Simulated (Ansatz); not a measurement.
The parent structure is BN in the zinc blende structure (space group F-43m, No. 216; a = 3.610 Å). Axes: x, y, z lie along the cube axes.

All numbers come from r2SCAN (Ansatz, a program for electronic structure), no spin-orbit coupling.

For the base:

| Property | Result |
|---|---|
| Electron mass | 0.87 mₑ along k, 0.29 mₑ across (at X) |
| Band gap | 5.00 eV |

Modification: the cell is compressed by 0.67 % along x with no lateral relaxation, atoms relaxed at fixed cell.

### Question
What happens to the stress, electron mass and band gap?

### Answer
The stress (xx, yy, zz, yz, xz, xy; compression positive) amounts to (5.56, 1.22, 1.22, 0.00, 0.00, 0.00) GPa; the electron mass becomes 0.86 mₑ along k, 0.29 mₑ across (at X) (base: 0.87 mₑ along k, 0.29 mₑ across (at X)); the band gap decreases by 0.116 eV (5.00 eV → 4.89 eV).

The cells carry an imposed strain or load. Masses are band curvatures over ±0.01 Å⁻¹ around the edge. Along k means along the line from Γ to the band edge. Stability against distortions was not tested.
